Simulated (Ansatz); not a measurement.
This concerns the formation energy of HfC (rock salt, Fm-3m) from the elements. Reaction: C (graphite) + Hf (hcp) → HfC (rock salt). The sign is products less reactants. The value is per atom of the solid.

HfC (rock salt, Fm-3m), 2 atoms in the cell, k-point mesh 12×12×12 on the run's own vectors.
```cif
data_CHf
_chemical_formula_sum 'Hf1 C1'
_space_group_name_H-M_alt 'P 1'
_space_group_IT_number 1
_cell_length_a 3.26695
_cell_length_b 3.26695
_cell_length_c 3.26695
_cell_angle_alpha 60.000
_cell_angle_beta 60.000
_cell_angle_gamma 60.000
loop_
_space_group_symop_operation_xyz
  'x, y, z'
loop_
_atom_site_label
_atom_site_type_symbol
_atom_site_fract_x
_atom_site_fract_y
_atom_site_fract_z
_atom_site_occupancy
Hf1 Hf 0.00000 0.00000 0.00000 1
C1 C 0.50000 0.50000 0.50000 1
```

C (graphite, P6₃/mmc), 4 atoms in the cell, k-point mesh 18×18×6 on the run's own vectors. Conventional cell: a = 2.4650 Å, b = 2.4650 Å, c = 6.7411 Å, α = 90.00°, β = 90.00°, γ = 120.00°.

Hf (hcp, P6₃/mmc), 2 atoms in the cell, k-point mesh 24×24×12 on the run's own vectors. Conventional cell: a = 3.1696 Å, b = 3.1696 Å, c = 5.0229 Å, α = 90.00°, β = 90.00°, γ = 120.00°.

Computed with Ansatz (plane waves, PAW), its PAW set soft_1, cutoff 420 eV, 500 eV for r2SCAN. The structures are at rest with PBE+D3(BJ); other levels are single points on them. Neutral cells; Fermi-Dirac smearing of at most 0.10 eV in the solids, energies taken to zero width. The lattices are those relaxed with PBE+D3(BJ), so at other levels the solids can be strained, which adds to the spread. A dispersion term (D3(BJ), or D4 for r2SCAN) was computed beside these levels and is taken off wherever the name lacks it. Nuclei at rest; no vibrational terms. Spin-orbit coupling is left out.

What is the computed value (r2SCAN+D4)?

-1.11 eV/atom, for C (graphite) + Hf (hcp) → HfC (rock salt).

How does the value move with the functional?


| Level | value (eV/atom) | less r2SCAN+D4 |
|---|---|---|
| PBE | -0.92 | 0.19 |
| PBE+D3(BJ) | -0.98 | 0.13 |

The levels span 0.19 eV/atom, from r2SCAN+D4 (-1.11) to PBE (-0.92).

Ansatz is a quantum-chemistry and plane-wave program.
